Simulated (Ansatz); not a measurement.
The reference is LiF in the rock salt structure (space group Fm-3m, No. 225).

```
CELL_PARAMETERS angstrom
      0.00000     2.00393     2.00393
      2.00393     0.00000     2.00393
      2.00393     2.00393     0.00000
ATOMIC_POSITIONS crystal
  Li 0.00000 0.00000 0.00000
  F  0.50000 0.50000 0.50000
```

Calculations: PBEsol (Ansatz, a quantum-chemistry and plane-wave program; PAW; 420 eV plane waves; no spin-orbit coupling).

Base values:

| Property | Value |
|---|---|
| Electron mass | 0.88 mₑ (at Γ) |
| Pressure | -0.01 GPa |

Perturbation: an isotropic linear strain of +2.50 %; the atoms relax in the strained cell.

What happens to the energy relative to the base, electron mass and pressure?

The energy increases by 9.4 meV/atom; the electron mass goes from 0.88 mₑ (at Γ) to 0.84 mₑ (at Γ); the pressure shrinks by 4.58 GPa to -4.59 GPa.

The levels and masses belong to the bands next to the band gap. Effective masses come from finite differences of ±0.01 Å⁻¹. Whether these cells are dynamically stable was not tested.
